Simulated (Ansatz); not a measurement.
**A computed series for TiAu: pressure series**

The parent structure is TiAu in the CsCl type structure (space group Pm-3m, No. 221; a = 3.218 Å).

Cell and atoms are relaxed at each pressure.

Level of theory: PBEsol (Ansatz, an electronic-structure program), spin-orbit coupling left out.

Two rows of this table had their results exchanged by mistake.

| pressure | volume per atom (Å³) | shortest distance (Å) | band gap |
|---|---|---|---|
| pressure −2 GPa | 16.88 | 2.799 | zero |
| pressure −1 GPa | 16.77 | 2.793 | zero |
| pressure 0.3 GPa | 16.63 | 2.785 | zero |
| pressure 0.7 GPa | 16.59 | 2.783 | zero |
| pressure 1.5 GPa | 16.51 | 2.778 | zero |
| pressure 3 GPa | 15.97 | 2.748 | zero |
| pressure 5 GPa | 16.18 | 2.760 | zero |
| pressure 7.5 GPa | 16.37 | 2.770 | zero |
| pressure 10 GPa | 15.77 | 2.736 | zero |

Which two?

The rows for pressure 3 GPa and pressure 7.5 GPa: the volume has to fall steadily with pressure, so 16.37 Å³ belongs to pressure 3 GPa and 15.97 Å³ to pressure 7.5 GPa.

Load acts through the strain it causes; cell and atoms are relaxed under it. Stability against distortions was not tested. Competing high-pressure phases were not computed. The final runs are not spin-polarised. An odd electron count without spin: TiAu.
